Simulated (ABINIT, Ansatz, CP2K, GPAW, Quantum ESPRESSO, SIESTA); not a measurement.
Code comparison for SrMg₆Sn (Amm2, 8 atoms in the cell)

Self-consistent single point.

```yaml
crystal:
  lattice:
    - [5.25936, 0.00000, 0.00000]
    - [0.00000, 3.27868, 6.06243]
    - [0.00000, -3.27868, 6.06243]
  atoms:
    - { symbol: Sr, position: [0.50000, 0.67089, 0.67089] }
    - { symbol: Mg, position: [0.50000, 0.66996, 0.16728] }
    - { symbol: Mg, position: [0.50000, 0.16728, 0.66996] }
    - { symbol: Mg, position: [0.00000, 0.83459, 0.31735] }
    - { symbol: Mg, position: [0.00000, 0.31735, 0.83459] }
    - { symbol: Mg, position: [0.00000, 0.33429, 0.33429] }
    - { symbol: Mg, position: [0.00000, 0.84262, 0.84262] }
    - { symbol: Sn, position: [0.50000, 0.16300, 0.16300] }
```

Shared settings, as Ansatz (an electronic-structure program) writes them: kpoints.mp_grid.grid = 3 3 3; scf.occupations.method = fermi_dirac; scf.occupations.width = 0.1 eV. Potentials and cutoffs stand in the table.

```tsv
code	model	pressure (GPa)	largest force (eV/Å)	cutoff
GPAW	LDA (Perdew-Wang 92), GPAW PAW datasets LDA (gpaw-data 1.0.1)	-2.19	0.276	850 eV
SIESTA	LDA PW92, numerical atomic orbitals DZP, PseudoDojo LDA standard norm-conserving potentials (rewritten from UPF to PSML)	-0.56	0.335	grid 300 Ry
Quantum ESPRESSO	LDA (PZ), GBRV 1.5 ultrasoft (LDA) pseudopotentials	-2.28	0.278	40 Ry
Ansatz	LDA (PW92), PAW files made with PBE	-2.25	0.276	420 eV
ABINIT	LDA (PW92), norm-conserving pseudopotentials (PseudoDojo nc-sr-04 LDA standard)	-2.22	0.279	84 Ry
CP2K	LDA (Pade form), GPW, DZVP-MOLOPT-SR-GTH basis, GTH-PADE potentials (GTH_POTENTIALS)	-1.33	0.559	grid 1000 Ry
```

Size of the force on each atom (eV/Å): Sizes of forces hide their directions.

```
code                Sr1    Mg2    Mg3    Mg4    Mg5    Mg6    Mg7    Sn8
----------------  -----  -----  -----  -----  -----  -----  -----  -----
GPAW              0.022  0.075  0.075  0.203  0.203  0.276  0.042  0.138
SIESTA            0.015  0.132  0.132  0.304  0.304  0.335  0.188  0.107
Quantum ESPRESSO  0.021  0.075  0.075  0.199  0.199  0.278  0.031  0.138
Ansatz            0.022  0.075  0.075  0.197  0.197  0.276  0.031  0.138
ABINIT            0.021  0.075  0.075  0.198  0.198  0.279  0.029  0.137
CP2K              0.016  0.097  0.097  0.302  0.302  0.559  0.097  0.139
```

The spread over the programs that give each value: pressure within 1.72 GPa; largest force within 0.283 eV/Å.

SIESTA and CP2K use small atom-centred bases, whose incompleteness enters pressures, forces and empty levels differently from a plane-wave cutoff. Ansatz's pressure is given at a fixed set of plane waves, as the other plane-wave codes print theirs. The same LDA comes in different parametrisations, which differ slightly. In the pressure, SIESTA (by 1.67) lies more than 1 GPa from the median of the plane-wave programs. In the force vectors, SIESTA (by 0.182) and CP2K (by 0.282) lie more than 0.08 eV/Å from the median of the plane-wave programs.

The shared mesh is coarse (it stands for a supercell whose shortest vector is 16 Å), so the values are not converged in it.

The starting cell comes from a database of computed structures (which also holds hypothetical and non-ambient phases and stackings), without a prior relaxation at this level.

Left out of this page: FLEUR (not drawn, or without a comparable value).

Keys are those of Ansatz 0.2.
